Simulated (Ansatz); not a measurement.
Start from PtGe (space group Pnma, No. 62; a = 5.8187 Å, b = 3.7571 Å, c = 6.1752 Å).

(Cell as relaxed with PBE.)

Levels (all Ansatz, an electronic-structure program, PAW): PBE (420 eV, no spin-orbit coupling); r2SCAN (500 eV, no spin-orbit coupling).

Each level relaxes its own structure.

```csv
base,PBE,r2SCAN
volume per atom,16.87 Å³,16.42 Å³
band gap,zero,zero
```

It is then changed as follows: cell and atoms relaxed at a pressure of 0.7 GPa.

| quantity | PBE | r2SCAN |
|---|---|---|
| volume per atom | 16.79 Å³ | (withheld) |
| band gap | zero | (withheld) |

Predict the r2SCAN column.


- volume per atom, r2SCAN: 16.35 Å³
- band gap, r2SCAN: zero

PBE's volume per atom lies 0.446 Å³ above r2SCAN's (2.7 %); the two agree on the band gap. Neither level is exact; r2SCAN is the comparison here, not a measurement.

Load acts through the strain it causes; cell and atoms are relaxed under it. Stability against distortions was not tested. All final runs are without spin polarisation.
